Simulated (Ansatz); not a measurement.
PdAsSe (P2₁3, No. 198, 12 atoms in the cell; start COD 9012263), treated with LDA (Ansatz, a program for electronic structure, PAW).

Run with plane-wave cutoff 520 eV, 10×10×10 k mesh, Fermi–Dirac smearing 0.05 eV, scalar-relativistic PAW data made under PBE.

Cell (relaxed at this level):

```xyz
12
Lattice="6.0303 0.0000 0.0000 0.0000 6.0303 0.0000 0.0000 0.0000 6.0303" Properties=species:S:1:pos:R:3 pbc="T T T"
Pd    -0.0325     3.0477     2.9826
Pd     3.0477     2.9826    -0.0325
Pd     2.9826    -0.0325     3.0477
Pd     6.0629     6.0629     6.0629
Se     3.7114     5.3341     0.6962
Se     5.3341     0.6962     3.7114
Se     0.6962     3.7114     5.3341
Se     2.3190     2.3190     2.3190
As     2.3010     0.7142     5.3161
As     0.7142     5.3161     2.3010
As     5.3161     2.3010     0.7142
As     3.7294     3.7294     3.7294
```

Question: Give the computed bulk modulus.

Answer: 
- bulk modulus: 123 GPa

Note: the run has no spin polarisation, so it can have missed a magnetic state; the bulk modulus is −V dP/dV from two relaxed cells at ±2 % in volume; the relaxation could not lower the start's symmetry, so the cell can be a saddle point above a distorted one.

Computing time: about 30 core-minutes (a rough figure).
